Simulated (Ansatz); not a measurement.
An Ansatz (an electronic-structure program) input (DFT with r2SCAN, PAW potentials and a 500 eV plane-wave cutoff in Ansatz, without spin-orbit coupling):

Ansatz 0.2 input:
```yaml
crystal:
  lattice:
    - [0, 0, -3.3688782487]
    - [-1.7153885486, 2.4259257502, -1.6844391244]
    - [1.7153885486, 2.4259257502, -1.6844391244]
  atoms:
    - { symbol: Ca, position: [0.5, 0.5, 0.5] }
    - { symbol: O, position: [0, 0, 0] }
basis: { ecutwfc: 500, ecutrho_ratio: 4, xc_grid: 4, fft_grid_basis: typed }
kpoints: { mp_grid: { grid: [12, 12, 12] } }
hamiltonian:
  xc: r2scan
  dispersion: none
  pseudopotentials: { kind: paw }
scf: { occupations: { method: fermi_dirac, width: 0.05 }, convergence: { dr2_threshold: 0.0000000002 } }
output: { forces: true, stress: true }
checkpoint: { write: state.ck, write_every: 1000 }
```

Q: Which symmetry and how many k-points will the program report, and about how many plane waves at Γ?

A: Space group Immm (ITA 71) with 8 operations, k-points 280 of 1728, and 721 plane waves at Γ.

Q: And the final pressure?

A: -1.93 GPa (compression positive).

A biaxial case was relaxed in a doubled cell and then solved in the primitive one. The cells carry an imposed strain or load. Whether these cells are dynamically stable was not tested. The cell was made from CaO in the rock salt structure (space group Fm-3m, No. 225) by this change: biaxial strain +1.19 %, plane normal [110], relaxed out of plane.
